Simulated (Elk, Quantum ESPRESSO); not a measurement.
**Equation of state of fluorite-structure HfO2 (space group 225): energy against volume (Elk, PBE)**

```
HfO2
1.0
    0.00000     2.49484     2.49484
    2.49484     0.00000     2.49484
    2.49484     2.49484     0.00000
Hf O
1 2
Direct
  0.00000   0.00000   0.00000
  0.25000   0.25000   0.25000
  0.75000   0.75000   0.75000
```

Method of the run: PBE, all-electron FP-LAPW, Elk's shipped species files, default APW+lo basis (Elk). Settings: xctype = 20; rgkmax = 7.98; stype = 3; swidth = 0.000367493 Ha; ngridk = 11 11 11; rmtscf = 0.83; sphere radii = {Hf: 2.324, O: 1.494} bohr. The cell above is the first row's. The rows scale it uniformly. In all rows fractional positions and the k mesh are held. E is the free energy at the stated smearing, counted from the lowest row.

```
V (Å^3/atom)  E (meV/atom)
------------  ------------
10.352               39.13
10.577               17.88
10.802                4.95
11.027                0.00
11.252                2.02
11.477               10.23
11.703               24.20
11.928               42.98
12.153                   ?
```

Fit E of the 8 rows that show it with the third-order Birch-Murnaghan form, a cubic in V^(-2/3). With u = V^(-2/3) - 0.201, the rows have u = 0.009532, 0.006535, 0.003643, 0.000850, -0.001850, -0.004461, -0.007000, -0.009447. Least squares gives E = -0.060 - 277.02·u + 457083·u² + 398184·u³. Residuals (row less fit): -0.044, 0.119, -0.066, -0.035, 0.006, -0.007, 0.060, -0.034; standard error 0.082 (degrees of freedom: 4). Its minimum lies at u = 0.000303, so V0 = (0.201303)^(-3/2) = 11.07. There d²E/du² = 914900 and d³E/du³ = 2389000, so B0 = (4/9) × 11.07^(-7/3) × 914900 × 0.160218 = 238 GPa (the last factor turns the table's units into GPa), and B0' = 4 + (2/3) × 0.201303 × (2389000)/914900 = 4.4.

Task: Estimate the missing E (V = 12.153); what did the run itself give?

Result: u = -0.011819, so E = -0.060 - 277.02 × (-0.011819) + 457083 × (-0.011819)² + 398184 × (-0.011819)³ = 66.406 meV/atom. The calculation gives 66.22 meV/atom, 0.186 meV/atom below the prediction (0.3 % of the range of E in the table). The row lies outside the fitted rows, so this is an extrapolation. From the scatter of the fitted rows alone, a prediction at this place has a standard error of 0.197 meV/atom, so the miss is 0.9 times that.

Carrying the step between the two nearest rows on in a straight line would have given 61.76, off by 4.46; series whose last step already gives the withheld value aren't shown. The scan was laid around a cell of about the measured size, scaled by a guess for this functional. This is a high-temperature phase, held here by symmetry. The runs keep the symmetry of the cell, so they don't test it for distortions. A plane-wave scan with the same functional (Quantum ESPRESSO, GBRV) gives V0 = 10.95 Å^3/atom and B0 = 250 GPa; a Birch-Murnaghan fit to all rows here lies 1.1 % from it in V0 and -5 % in B0; the two differ in basis, and may differ in potentials and mesh. Values depend on the basis (sphere radii, cutoffs, local orbitals), which need not be converged. Spin-orbit coupling is off. Sphere radii are the same in all rows. Cutoffs and mesh are single choices, not tested for convergence of this quantity. Series with a scatter that would blur these digits, or in which a gap closes, are not shown. Nor are scans whose minimum lies at an end fitted in this form.
